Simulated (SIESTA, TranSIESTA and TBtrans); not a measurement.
## Pt chain bridged by a linear CO unit along the axis

System: Pt chain bridged by a linear CO unit along the axis. Leads: straight Pt chain, spacing 2.4 Å. Geometry: as built, not relaxed.

Method: TranSIESTA and TBtrans, PBE, DZP numerical orbitals (energy shift 0.15 eV), PseudoDojo norm-conserving scalar-relativistic potentials, mesh cutoff 200 Ry, 300 K, spin-polarised (collinear), no spin-orbit coupling; self-consistent non-equilibrium Green functions.

| Property | Value |
|---|---|
| Conductance at 300 K (G0 = 2e²/h) | 1.31 |
| Mean T from −0.5 to 0.5 eV | 1.15 |

Energies count from the leads' Fermi level. Transmissions are for each spin. The energy step is 0.01 eV; narrower resonances are cut or missed.

```csv
E (eV),T up,T down,lead channels up,down
-2.00,1.04,1.05,3,3
-1.80,1.04,1.04,3,3
-1.60,1.03,1.03,4,4
-1.40,1.03,1.02,4,4
-1.20,1.04,1.03,4,4
-1.00,1.06,1.06,band edge,band edge
-0.80,1.11,1.11,6,6
-0.60,1.18,1.19,6,6
-0.40,1.26,1.27,6,6
-0.20,1.32,1.33,4,4
0.00,1.32,1.32,4,4
0.20,1.16,1.13,4,4
0.40,0.75,0.73,3,3
0.60,0.32,0.32,3,3
0.80,0.039,0.038,1,1
1.00,0.037,0.036,1,1
1.20,0.036,0.035,1,1
1.40,0.035,0.034,1,1
1.60,0.034,0.034,1,1
1.80,0.034,0.034,1,1
2.00,0.033,0.034,1,1
```

A magnetic start was tried, and the separate lead runs end without a moment. The straight chain is held at its spacing; free chains may zigzag or dimerise. Spin-orbit coupling, left out here, matters for the heavy atoms.
